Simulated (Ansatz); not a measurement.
# How the Voigt–Reuss–Hill shear modulus of B20 (FeSi-type) MnSi moves with the method

No measured value is used here.

```json
[
 {"level (code)": "LDA (Ansatz)", "value (GPa)": "155", "cell (Å³/atom)": "10.85"},
 {"level (code)": "PBE (Ansatz)", "value (GPa)": "144", "cell (Å³/atom)": "11.52"},
 {"level (code)": "PBEsol (Ansatz)", "value (GPa)": "151", "cell (Å³/atom)": "11.17"}
]
```

Spin-polarised runs: LDA (parallel moments), PBE (parallel moments), PBEsol (parallel moments). Each level is taken at its own relaxed cell. Ansatz's density-functional and Hartree–Fock values are scalar-relativistic unless marked +SOC, with PAW data made under PBE.

Ansatz is a first-principles code.
